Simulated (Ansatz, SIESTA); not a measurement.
## One structure in several programs: LaGe2Pd2 (P1, 5 atoms in the cell)

Self-consistent single point, at a second geometry (atoms moved at random). First geometry:

```
La(GePd)2
1.0
   -2.19478     2.19478     5.05204
    2.19478    -2.19478     5.05204
    2.19478     2.19478    -5.05204
La Ge Pd
1 2 2
Direct
  0.00000   0.00000   0.00000
  0.62413   0.62413   0.00000
  0.37587   0.37587   0.00000
  0.25000   0.75000   0.50000
  0.75000   0.25000   0.50000
```

Second geometry:
```
CELL_PARAMETERS angstrom
     -2.19478     2.19478     5.05204
      2.19478    -2.19478     5.05204
      2.19478     2.19478    -5.05204
ATOMIC_POSITIONS crystal
  La 0.99359 0.00750 0.99461
  Ge 0.64514 0.63929 0.02322
  Ge 0.36018 0.37238 0.99283
  Pd 0.25152 0.73577 0.49164
  Pd 0.74957 0.24506 0.49769
```

Shared settings, as Ansatz (an electronic-structure program) writes them: kpoints.mp_grid.grid = 7 7 7; scf.occupations.method = fermi_dirac; scf.occupations.width = 0.1 eV. Potentials and cutoffs stand in the table.

```tsv
code	model	ΔF from the first geometry (meV/atom)	pressure (GPa)	largest force (eV/Å)	cutoff
SIESTA	GGA PBEsol, numerical atomic orbitals DZP, PseudoDojo PBEsol standard norm-conserving potentials (rewritten from UPF to PSML)	16.5	-0.21	0.992	grid 400 Ry
Ansatz	PBEsol, PAW files made with PBE	15.3	-1.56	0.855	default
```

Size of the force on each atom (eV/Å): Sizes of forces hide their directions.

```json
[
 {"code": "SIESTA", "La1": "0.381", "Ge2": "0.992", "Ge3": "0.792", "Pd4": "0.648", "Pd5": "0.661"},
 {"code": "Ansatz", "La1": "0.318", "Ge2": "0.855", "Ge3": "0.684", "Pd4": "0.495", "Pd5": "0.508"}
]
```

On Ansatz's run: spin polarisation is off.

The spread over the programs that give each value: ΔF from the first geometry within 1.2 meV/atom; pressure within 1.35 GPa; largest force within 0.137 eV/Å.

SIESTA uses small atom-centred bases, whose incompleteness enters pressures, forces and empty levels differently from a plane-wave cutoff. Ansatz's pressure is given at a fixed set of plane waves, as the other plane-wave codes print theirs; with its correction for the finite basis it is -1.53 GPa.

The starting cell comes from a database of computed structures (which also holds hypothetical and non-ambient phases and stackings), without a prior relaxation at this level. For this run, on top of that: atoms moved at random.

Keys are those of Ansatz 0.2.
